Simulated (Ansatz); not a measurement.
## TiAl, pressure series

The reference is TiAl (space group P4/mmm, No. 123; a = 2.8129 Å, c = 4.0587 Å).

Cell and atoms are relaxed at each pressure.

Level of theory: r2SCAN (Ansatz, a quantum-chemistry and plane-wave program; PAW; 500 eV plane waves; spin-orbit coupling left out), earlier PAW set.

```csv
pressure (GPa),volume per atom (Å³/atom)
-2,16.335
-1,16.194
0,16.057
0.9,?
2.1,15.792
4.5,15.509
9,15.039
15,14.500
22.5,13.931
```

Task: Fit the third-order Birch–Murnaghan form P(V) = (3B₀/2)[(V₀/V)^(7/3) − (V₀/V)^(5/3)]·[1 + (3/4)(B₀′ − 4)((V₀/V)^(2/3) − 1)] (squares taken in P) to the rows shown and predict the withheld row.

Result: Least squares on the printed values gives V₀ = 16.058 Å³/atom, B₀ = 121 GPa, B₀′ = 3.8; this predicts 15.941 Å³/atom, and the run gives 15.941 Å³/atom, in agreement.

Load acts through the strain it causes; cell and atoms are relaxed under it. Stability against distortions was not tested. Competing high-pressure phases were not computed. The final runs are not spin-polarised.
